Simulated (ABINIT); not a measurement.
Worked example: self-consistent single point of InPd (Pm-3m, 2 atoms in the cell) in ABINIT.

Method: PBEsol, PAW (JTH v2.0 PBE PAW, files made for PBE) (plane waves; ABINIT).

```
CELL_PARAMETERS angstrom
      3.33110     0.00000     0.00000
      0.00000     3.33110     0.00000
      0.00000     0.00000     3.33110
ATOMIC_POSITIONS crystal
  In 0.00000 0.00000 0.00000
  Pd 0.50000 0.50000 0.50000
```

Reference input (self-consistent single point, DFT, PBE, plane waves, PAW (JTH v2.0 PBE PAW)): pseudos = [In.GGA_PBE-JTH.xml, Pd.GGA_PBE-JTH.xml]; ecut = 653 eV; pawecutdg = 1306 eV; pawxcdev = 0; ixc = 11; occopt = 7; tsmear = 0.272 eV; ngkpt = 10 10 10; nshiftk = 1; shiftk = 0 0 0; potentials = JTH v2.0 PBE PAW; nband = 22. This run's input differs from it in these lines:

```diff
@@ -18,3 +18,3 @@
 pawxcdev 0
-ixc 11
+ixc -116133
 occopt 7
```

Output, abridged:

```
--- !BeginCycle
solver: {iscf: 17, nstep: 80, nline: 4, wfoptalg: 10, }
tolerances: {tolvrs: 1.00E-11, }
...

     iter   Etot(hartree)      deltaE(h)  residm     nres2
 ETOT  1  -178.07409303177    -1.781E+02 8.255E+01 8.118E+01
 ETOT  2  -186.96694265526    -8.893E+00 2.123E-01 4.557E+01
 ETOT  3  -186.88237125130     8.457E-02 8.870E-02 9.875E+00
 ETOT  4  -186.88413889546    -1.768E-03 3.512E-02 5.631E+00
 ETOT  5  -186.87684359336     7.295E-03 9.912E-03 2.095E+00
   [... 12 lines left out ...]
 ETOT 18  -186.87270525666    -1.699E-10 1.780E-04 8.259E-11
 ETOT 19  -186.87270525670    -3.507E-11 1.316E-04 4.985E-11
 ETOT 20  -186.87270525671    -6.935E-12 1.275E-04 1.023E-11
 ETOT 21  -186.87270525671    -1.990E-12 1.053E-04 3.975E-12
 At SCF step   21       nres2   =  3.97E-12 < tolvrs=  1.00E-11 =>converged.

 Cartesian components of stress tensor (hartree/bohr^3)
  sigma(1 1)=  2.80810282E-04  sigma(3 2)=  0.00000000E+00
  sigma(2 2)=  2.80810282E-04  sigma(3 1)=  0.00000000E+00
  sigma(3 3)=  2.80810282E-04  sigma(2 1)=  0.00000000E+00

 ----iterations are completed or convergence reached----

 reduced coordinates (array xred) for    2 atoms
       0.000000000000      0.000000000000      0.000000000000
       0.500000000000      0.500000000000      0.500000000000
 cartesian forces (eV/Angstrom) at end:
    1     -0.00000000000000    -0.00000000000000    -0.00000000000000
    2     -0.00000000000000    -0.00000000000000    -0.00000000000000
 frms,max,avg= 0.0000000E+00 0.0000000E+00   0.000E+00  0.000E+00  0.000E+00 e/A
   [... lines left out ...]
 Fermi (or HOMO) energy (hartree) =   0.33597   Average Vxc (hartree)=  -0.43446
   [... lines left out ...]
'-kT*entropy'       : -9.73512891608119E-04
total_energy        : -1.86872707131156E+02
total_energy_eV     : -5.08506496670325E+03
...

-Cartesian components of stress tensor (GPa)         [Pressure= -8.2617E+00 GPa]
- sigma(1 1)=  8.26172234E+00  sigma(3 2)=  0.00000000E+00
- sigma(2 2)=  8.26172234E+00  sigma(3 1)=  0.00000000E+00
- sigma(3 3)=  8.26172234E+00  sigma(2 1)=  0.00000000E+00

 Calculation completed.
```

The run converged in 21 iterations. Against the reference run the pressure goes from -2.30 to -8.26 GPa.

The starting cell comes from a database of computed structures (which also holds hypothetical and non-ambient phases and stackings), without a prior relaxation at this level. Its lattice was rescaled by a random factor within 2.5 % of one. Spin polarisation is off. The potentials were made for another functional than the one used. With a pressure of about -8 GPa the cell is away from its equilibrium volume at this level.

Cost on one core of a shared machine: roughly 2 min.
